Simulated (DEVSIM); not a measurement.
Device: TaN/Si3N4/n-Ge capacitor, at 300 K.

| layer (left to right) | material | thickness (nm) | Nd (cm⁻³) |
|---|---|---|---|
| 1 | Si3N4 | 2.30 | - |
| 2 | Ge | 4700 | 1.6e16 |

Metal gate on the left, work function 4.4 eV. Fixed charge at the semiconductor interface 1.7e12 cm⁻² (in units of +e); no interface traps.

The device is made up for the run: typed textbook-type constants, with dimensions and the other settings drawn at random. Values at 300 K.

| parameter | Si3N4 | Ge |
|---|---|---|
| gap (eV) | 5.1 | 0.664 |
| affinity (eV) | 2.1 | 4 |
| permittivity | 7.5 | 16 |
| Nc (cm⁻³) | - | 1.04e19 |
| Nv (cm⁻³) | - | 6e18 |

Model (solved in DEVSIM): 1D Poisson equation in equilibrium, Boltzmann statistics, complete ionisation; no quantum confinement or tunnelling. Metal contacts follow the ideal Schottky-Mott rule: no Fermi-level pinning, no interface dipoles.

The interface trap density was swept, all else fixed.

| interface trap density (cm^-2 eV^-1) | flat-band voltage (V) | minimum of the low-frequency capacitance (μF/cm²) | threshold voltage (band bending 2φF) (V) |
|---|---|---|---|
| 0 | 0.14 | 0.0883 | -0.22 |
| 1e10 | 0.14 | 0.0898 | -0.22 |
| 1e11 | 0.14 | 0.103 | -0.22 |
| 3e11 | 0.14 | 0.133 | -0.23 |
| 1e12 | 0.15 | 0.231 | -0.23 |
| 2e12 | 0.16 | 0.360 | -0.24 |

From the first row to the last the flat-band voltage goes from 0.14 to 0.16. From the first row to the last the minimum of the low-frequency capacitance goes from 0.0883 to 0.360.
